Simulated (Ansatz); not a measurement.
How the bulk modulus B0 of L1₂ (Cu3Au-type) Pt₃Ti moves with the method

No measured value is used here.

| level (code) | value (GPa) | cell (Å³/atom) |
|---|---|---|
| LDA (Ansatz) | 283 | 14.53 |
| PBE (Ansatz) | 235 | 15.38 |
| r²SCAN+rVV10 (Ansatz) | 267 | 14.92 |
| LC-ωPBE (Ansatz) | 308 | 14.56 |
| Hartree–Fock (Ansatz) | 244 | 15.51 |

The crystal itself was run without spin with LDA, PBE, r²SCAN+rVV10, LC-ωPBE, Hartree–Fock; a magnetic state was not tried in these runs. Density-functional levels without +SOC have no spin–orbit coupling. LC-ωPBE, Hartree–Fock: the run has no spin polarisation, so it can have missed a magnetic state. Each level is taken at its own relaxed cell. Cutoffs and k meshes differ between the levels. Ansatz's density-functional and Hartree–Fock values are scalar-relativistic unless marked +SOC, with PAW data made under PBE.

Ansatz is a first-principles code.
